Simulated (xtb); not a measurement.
xtb 6.7.1, GFN1-xTB: Si(Me)2(OMe)2 (CO[Si](C)(C)OC), 19 atoms. The geometry is a generated start, not checked to be a minimum at this level.

```
Quantity                   Value
-----------------  -------------
run flags                 --grad
method                  GFN1-xTB
--acc                1 (default)
--etemp (K)        300 (default)
basis functions               58
valence electrons             44
```

```xyz
19

C     -1.9417    -1.3935     0.6446
O     -0.6152    -0.9598     0.6986
Si     0.0783     0.3418    -0.0180
C     -0.6792     1.9878     0.5402
C      0.0056     0.1497    -1.9175
O      1.5962     0.3983     0.5568
C      2.5499    -0.6234     0.6224
H     -2.0123    -2.3165     1.2197
H     -2.2517    -1.5864    -0.3860
H     -2.6119    -0.6467     1.0766
H     -1.7143     2.0650     0.2234
H     -0.1462     2.8362     0.1266
H     -0.6553     2.0801     1.6210
H      0.4442    -0.7936    -2.2357
H      0.5476     0.9462    -2.4182
H     -1.0155     0.1730    -2.2884
H      3.4749    -0.1882     1.0032
H      2.2137    -1.4151     1.2955
H      2.7330    -1.0549    -0.3648
```

One run each on 1 thread. Values of broydamp tried: 0.02, 0.05, 0.1, 0.2, 0.4 (default), 0.6, 0.8, 1.

**Question.** Predict the course of the SCC iterations along this series.

**Answer.** Fewest SCC iterations, within one of each other: 0.4 (default) with 10, 0.6 with 9. The count rises to 21 at 0.02. All converge to one solution.

```csv
broydamp,SCC iterations,end
0.02,21,same solution
0.05,18,same solution
0.1,16,same solution
0.2,13,same solution
0.4 (default),10,same solution
0.6,9,same solution
0.8,11,same solution
1,12,same solution
```
